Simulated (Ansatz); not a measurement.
## Hypothetical anti-CdI2 type W2N, response to strain

Base system: W2N in the anti-CdI2 type structure (space group P-3m1, No. 164; a = 2.8031 Å, c = 5.2989 Å; a hypothetical phase, not in the database extracts checked; relaxed with 0.1 eV smearing). Axes: x lies along a and z along c of the hexagonal cell.

Strains are applied to the cell and any free atomic positions relax; under biaxial strain the out-of-plane vector relaxes too; under stress the whole cell relaxes.

Calculations: PBEsol (Ansatz, a quantum-chemistry and plane-wave program, PAW, no spin-orbit coupling).

Notes on the quantities. pressure: mean of the normal stresses, compression positive.

```json
[
 {"variant": "base", "pressure": "0.0 GPa", "space group": "P-3m1 (No. 164)", "shortest interatomic distance": "2.157 Å"},
 {"variant": "biaxial strain −1.17 %, plane normal [001], relaxed out of plane", "pressure": "4.4 GPa", "space group": "P-3m1 (No. 164)", "shortest interatomic distance": "2.156 Å"},
 {"variant": "biaxial strain +0.75 %, plane normal [001], relaxed out of plane", "pressure": "-2.0 GPa", "space group": "P-3m1 (No. 164)", "shortest interatomic distance": "2.157 Å"},
 {"variant": "biaxial strain +2.31 %, plane normal [001], relaxed out of plane", "pressure": "-4.9 GPa", "space group": "P-3m1 (No. 164)", "shortest interatomic distance": "2.155 Å"},
 {"variant": "isotropic strain −0.66 %", "pressure": "7.4 GPa", "space group": "P-3m1 (No. 164)", "shortest interatomic distance": "2.145 Å"},
 {"variant": "uniaxial strain ε_yy = +0.65 %", "pressure": "-2.2 GPa", "space group": "C2/m (No. 12)", "shortest interatomic distance": "2.137 Å"},
 {"variant": "uniaxial strain ε_zz = +1.77 %", "pressure": "-5.8 GPa", "space group": "P-3m1 (No. 164)", "shortest interatomic distance": "2.172 Å"},
 {"variant": "uniaxial stress, 5 GPa tension along x", "pressure": "–", "space group": "C2/m (No. 12)", "shortest interatomic distance": "2.133 Å"}
]
```

Beyond what the load breaks, stability against distortions was not tested. The final runs are not spin-polarised. An odd electron count without spin: W2N. Under uniaxial stress, 5 GPa tension along x the cell ends below the base's energy or with stress of the wrong sign: the atoms slid into a distortion or the cell is elastically unstable, so the base is not a stable minimum at this level.
